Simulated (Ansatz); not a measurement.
The parent structure is AgCl in the rock salt structure (space group Fm-3m, No. 225).

```
CELL_PARAMETERS angstrom
      0.00000     2.72374     2.72374
      2.72374     0.00000     2.72374
      2.72374     2.72374     0.00000
ATOMIC_POSITIONS crystal
  Ag 0.00000 0.00000 0.00000
  Cl 0.50000 0.50000 0.50000
```

Cartesian axes are those of the cell as printed.

Method: Kohn–Sham DFT with the PBEsol functional, run in Ansatz (a quantum-chemistry and plane-wave program) with PAW and 420 eV plane waves, scalar-relativistic without spin-orbit coupling.

Before the change:

Valley order: Γ 0.72 eV; X along ⟨100⟩ 2.13 eV
Shortest interatomic distance: 2.724 Å

It is then changed as follows: biaxial strain −1.25 %, plane normal [111], relaxed out of plane (Cartesian); in-plane vectors clamped, the third vector and the atoms free.

Problem. What does the calculation give for the valley order after the change?

Solution. The valley order (the lowest conduction-band minima on the path, energy above the VBM, named in the base's zone) goes from Γ 0.72 eV; X along ⟨100⟩ 2.13 eV to Γ 0.69 eV; X along [010] 2.09 eV.

Problem. Estimate the effect on the shortest interatomic distance.

Solution. The shortest interatomic distance drops by 0.003 Å to 2.721 Å.

Problem. What happens to the energy relative to the base?

Solution. The energy increases by 0.5 meV/atom.

The levels and masses belong to the bands next to the band gap. Whether these cells are dynamically stable was not tested.
